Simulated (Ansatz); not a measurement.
Take GaS in the beta-GaS type structure (space group P6_3/mmc, No. 194; a = 3.591 Å, c = 15.449 Å; layered, stacked along the Cartesian z axis) as the base.

All numbers come from PBE-D3(BJ)/PAW in Ansatz (a quantum-chemistry and plane-wave program), spin-orbit coupling left out.

One change was made to it. Results:

```json
[
 {"quantity": "band gap", "base": "1.56 eV", "after": "zero"},
 {"quantity": "shortest interatomic distance", "base": "2.341 Å", "after": "2.205 Å"}
]
```

**Question.** What was done to the base?
A. pressure 30 GPa
B. pressure 7 GPa
C. pressure 100 GPa
D. pressure 75 GPa

**Answer.** A, pressure 30 GPa. For comparison, the shortest interatomic distance in the other runs: pressure 7 GPa gives 2.293 Å; pressure 100 GPa gives 2.247 Å; pressure 75 GPa gives 2.142 Å.

A case with no gap was solved on a k-mesh chosen for an insulator, which is coarse for it. From pressure 100 GPa on, the axis ratios lie over 15 % from the base's, so the cell there is far from its starting form. Load acts through the strain it causes; cell and atoms are relaxed under it. Whether these cells are dynamically stable was not tested. No other phases were tried under pressure. All final runs are without spin polarisation. A zero or small gap of GaS under pressure 30 GPa can be the functional's error rather than a property of the material.
